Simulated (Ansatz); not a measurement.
# Sc: response to strain

Start from Sc in the hcp (Mg type) structure (space group P6_3/mmc, No. 194; a = 3.2754 Å, c = 5.1051 Å; relaxed with 0.1 eV smearing).

Strains are applied to the cell and any free atomic positions relax.

Calculations: PBEsol/PAW in Ansatz (a quantum-chemistry and plane-wave program), no spin-orbit coupling.

Notes on the quantities. pressure: mean of the normal stresses, compression positive; energy relative to the base: free energy F.

```json
[
 {"change": "base", "pressure": "0.0 GPa", "energy relative to the base": "0 meV/atom", "shortest interatomic distance": "3.177 Å"},
 {"change": "isotropic strain −3.00 %", "pressure": "6.0 GPa", "energy relative to the base": "+36 meV/atom", "shortest interatomic distance": "3.081 Å"},
 {"change": "isotropic strain −2.50 %", "pressure": "4.9 GPa", "energy relative to the base": "+25 meV/atom", "shortest interatomic distance": "3.097 Å"},
 {"change": "isotropic strain −1.50 %", "pressure": "2.8 GPa", "energy relative to the base": "+8.8 meV/atom", "shortest interatomic distance": "3.129 Å"},
 {"change": "isotropic strain +0.50 %", "pressure": "-0.8 GPa", "energy relative to the base": "+0.9 meV/atom", "shortest interatomic distance": "3.193 Å"},
 {"change": "isotropic strain +1.00 %", "pressure": "-1.6 GPa", "energy relative to the base": "+3.7 meV/atom", "shortest interatomic distance": "3.208 Å"},
 {"change": "isotropic strain +1.50 %", "pressure": "-2.3 GPa", "energy relative to the base": "+8.2 meV/atom", "shortest interatomic distance": "3.224 Å"},
 {"change": "isotropic strain +2.00 %", "pressure": "-3.0 GPa", "energy relative to the base": "+14 meV/atom", "shortest interatomic distance": "3.240 Å"},
 {"change": "isotropic strain +2.50 %", "pressure": "-3.7 GPa", "energy relative to the base": "+22 meV/atom", "shortest interatomic distance": "3.256 Å"},
 {"change": "isotropic strain +3.00 %", "pressure": "-4.3 GPa", "energy relative to the base": "+32 meV/atom", "shortest interatomic distance": "3.272 Å"}
]
```

No phonon test of stability was made. The final runs are not spin-polarised.
